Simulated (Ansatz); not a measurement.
The starting structures come from a database of crystals and need not be the phases stable at ambient conditions.

 Where the default PAW files enter, the runs use the earlier of Ansatz's two default sets.

Tunnelling through a barrier is set by its complex band structure: the current falls as exp(−2κd) with the smallest κ.

Data:

```yaml
crystal:
  lattice:
    - [4.89631, 0.00000, 0.00000]
    - [2.44816, 8.72344, 0.00000]
    - [2.44815, 0.68705, 4.18430]
  atoms:
    - { symbol: Rb, position: [0.00000, 0.00000, 0.00000] }
    - { symbol: Tl, position: [0.50000, 0.50000, 0.50000] }
    - { symbol: S, position: [0.24145, 0.27565, 0.24145] }
    - { symbol: S, position: [0.75855, 0.72435, 0.75855] }
    - { symbol: O, position: [0.29743, 0.10771, 0.29743] }
    - { symbol: O, position: [0.70257, 0.89229, 0.70257] }
    - { symbol: O, position: [0.49445, 0.66541, 0.06660] }
    - { symbol: O, position: [0.77354, 0.66541, 0.49445] }
    - { symbol: O, position: [0.06660, 0.66541, 0.77354] }
    - { symbol: O, position: [0.93340, 0.33459, 0.50555] }
    - { symbol: O, position: [0.50555, 0.33459, 0.22646] }
    - { symbol: O, position: [0.22646, 0.33459, 0.93340] }
```

Space group of this cell: R32. The cell is taken as given; by r2SCAN its mean pressure is 1.1 GPa.

Transport runs along the normal of the first two printed cell vectors, the (101) plane of the conventional cell.

The gap is the functional's own, uncorrected, and κ follows it; spin-orbit coupling is left out. Mid-gap values are interpolated between the computed energies.

Task: Give the band gap and the smallest decay constant κ at mid-gap that r2SCAN (Ansatz, a first-principles code) yields.

Result: Gap 2.75 eV on a 8×8×8 mesh; κ = 0.403 1/Å, at the zone centre.
